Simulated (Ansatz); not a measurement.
A (10,10) MoS2 nanotube, stretched and compressed along its axis from its relaxed period of 3.198 Å, atoms relaxed at each length.

Level of theory: PBE (plane waves to 420 eV, PAW; Ansatz, a first-principles code). Mesh 1×1×10. No spin polarisation, so a magnetic state wasn't tested. One-dimensional cell, images about 11 Å apart. An idealised model, rolled from the flat sheet. Symmetry and one short period hold its shape; lower forms weren't sought. Values not marked SOC lack spin–orbit coupling. Buckling under compression is shut out by symmetry and the short period. Energies are free energies at a Fermi–Dirac width of 0.02 eV, from the unstrained cell.

| strain (%) | energy (meV a period) | axial force (nN) | PBE gap (eV) |
|---|---|---|---|
| -3.0 | +620 | -21.58 | 1.08 |
| -1.5 | ? | ? | ? |
| 0.0 | 0 | -0.10 | 0.93 |
| +1.5 | +130 | +8.57 | 0.85 |
| +3.0 | ? | ? | ? |
| +6.0 | +1831 | +27.65 | 0.59 |

Fill in the missing entries.


- -1.5, energy (meV a period): +149
- -1.5, axial force (nN): -10.11
- -1.5, PBE gap (eV): 1.00
- +3.0, energy (meV a period): +502
- +3.0, axial force (nN): +16.02
- +3.0, PBE gap (eV): 0.76
